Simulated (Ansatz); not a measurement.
**TiCo3 (P6₃/mmc, No. 194, 8 atoms in the cell; start mp-1079863)**

Calculation: PBEsol in Ansatz (PAW).

Numerical settings: plane-wave cutoff 520 eV, 12×12×14 k mesh (along the axes of the cell as run), Fermi–Dirac smearing 0.05 eV, spin-polarised start, scalar-relativistic PAW data made under PBE.

Cell (relaxed at this level):

```xyz
8
Lattice="5.0436 0.0000 0.0000 -2.5218 4.3679 0.0000 0.0000 0.0000 4.0790" Properties=species:S:1:pos:R:3 pbc="T T T"
Ti     0.0000     2.9119     1.0198
Ti     2.5218     1.4560     3.0593
Co     3.8178     0.7077     1.0198
Co    -1.2960     3.6601     3.0593
Co     1.2960     3.6601     3.0593
Co     1.2258     0.7077     1.0198
Co     2.5218     2.9524     1.0198
Co     0.0000     1.4154     3.0593
```

| Property | Result |
|---|---|
| band gap | none |
| bulk modulus | 211 GPa |

Note: the magnetic order was assumed, not searched for or taken from measurement; the relaxation could not lower the start's symmetry, so the cell can be a saddle point above a distorted one; the bulk modulus is −V dP/dV from two relaxed cells at ±2 % in volume.

Static lattice: no zero-point or thermal effects.

A start named mp-… is a Materials Project structure, which need not be a measured phase.

Ansatz is a program for electronic structure.
